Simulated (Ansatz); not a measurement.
Ansatz (a first-principles code) run on TiGeSb (P4/nmm, 6 atoms in the cell): self-consistent single point.

Level of theory: LDA (PW92), PAW files made with PBE (plane waves; Ansatz).

```yaml
crystal:
  lattice:
    - [3.66286, 0.00000, 0.00000]
    - [0.00000, 3.66286, 0.00000]
    - [0.00000, 0.00000, 8.17256]
  atoms:
    - { symbol: Ti, position: [0.00000, 0.50000, 0.75285] }
    - { symbol: Ti, position: [0.50000, 0.00000, 0.24715] }
    - { symbol: Ge, position: [0.00000, 0.00000, 0.00000] }
    - { symbol: Ge, position: [0.50000, 0.50000, 0.00000] }
    - { symbol: Sb, position: [0.00000, 0.50000, 0.38354] }
    - { symbol: Sb, position: [0.50000, 0.00000, 0.61646] }
```

Reference input (self-consistent single point, DFT, PBEsol, plane waves, PAW files made with PBE): basis.ecutwfc = 420 eV; kpoints.mp_grid.grid = 7 7 3; hamiltonian.xc = pbesol; hamiltonian.pseudopotentials = {kind: paw} (an earlier, softer set of the program's PAW files); scf.occupations.method = gaussian; scf.occupations.width = 0.136 eV. This run's input differs from it in these lines:

Ansatz 0.2 input:
```diff
@@ -18,3 +18,3 @@
 hamiltonian:
-  xc: pbesol
+  xc: lda
   pseudopotentials:
```

Log, with long lists cut:

```
SCF iter   1: F=—  HF=-26009.403518 eV  |F-HF|=—  |Δ(HF+E_count)|=         —  Δρ=7.50e-2  dr2=1.53e1  ethr=3.10e-3  ⟨swp⟩=6.3  Hψ=3490  notcnv=0
all-band conjugate gradients solve this SCF's bands
preconditioner: auto → Kerker (q_TF=auto, 2.599 Å⁻¹)
SCF iter   2: F=—  HF=-26007.827696 eV  |F-HF|=—  |Δ(HF+E_count)|=    1.58e0  Δρ=3.78e-2  dr2=4.75e0  ethr=3.10e-3  ⟨swp⟩=3.2  Hψ=1819  notcnv=0  defer=47
   [... lines left out ...]
SCF iter   7: F=—  HF=-26007.022672 eV  |F-HF|=—  |Δ(HF+E_count)|=   7.99e-5  Δρ=8.06e-5  dr2=1.85e-5  ethr=6.00e-7  ⟨swp⟩=2.0  Hψ=1167  notcnv=0  defer=49
SCF iter   8: F=—  HF=-26007.022664 eV  |F-HF|=—  |Δ(HF+E_count)|=   7.83e-6  Δρ=3.41e-5  dr2=2.20e-6  ethr=2.26e-8  ⟨swp⟩=2.0  Hψ=1521  notcnv=0  defer=49
SCF iter   9: F=—  HF=-26007.022664 eV  |F-HF|=—  |Δ(HF+E_count)|=   4.11e-7  Δρ=1.10e-5  dr2=2.25e-7  ethr=2.69e-9  ⟨swp⟩=3.0  Hψ=1644  notcnv=0  defer=49
SCF iter  10: F=-26007.022664 eV  HF=-26007.022664 eV  |F-HF|=8.75e-9  |Δ(HF+E_count)|=   2.39e-8  Δρ=3.50e-6  dr2=1.47e-8  ethr=1.22e-10  ⟨swp⟩=10.8  Hψ=4073  notcnv=0
SCF 1 converged in 10 iterations: F = -26007.022664 eV  dr2 = 1.47e-8
Free energy (F): -26007.022664 eV
Internal energy: -26006.994411 eV  (E = F + TS)
E sigma→0 (E₀):  -26007.008538 eV
Entropy (-TS):   -0.028252 eV (-4.709 meV/atom)
Fermi energy:    13.582797 eV
--- Forces (eV/Å), atoms counted from 1 ---
  atom   1  Ti     0.00000000     0.00000000    -0.02832648
  atom   2  Ti     0.00000000     0.00000000     0.02832648
  atom   3  Ge     0.00000000     0.00000000    -0.00000000
  atom   4  Ge     0.00000000     0.00000000     0.00000000
  atom   5  Sb     0.00000000     0.00000000    -0.04814669
  atom   6  Sb     0.00000000     0.00000000     0.04814669
--- Stress (GPa, compression-positive) ---
       -2.133344       0.000000       0.000000
        0.000000      -2.133344       0.000000
        0.000000       0.000000      -3.379153
  P = ⅓ Tr σ = -2.5486 GPa (-25.486 kbar)
  The stress holds the Pulay correction. Without it, at fixed plane waves, as pw.x and ABINIT print it: P = -2.5861 GPa
```

The run converged in 10 iterations. Against the reference run the pressure goes from 0.37 to -2.55 GPa and the largest force stays at 0.048 eV/Å.

The starting cell comes from a database of computed structures (which also holds hypothetical and non-ambient phases and stackings), without a prior relaxation at this level. Its lattice was rescaled by a random factor within 2.5 % of one. Spin polarisation is off. Ansatz's pressure includes its estimate of the finite-basis (Pulay) stress.
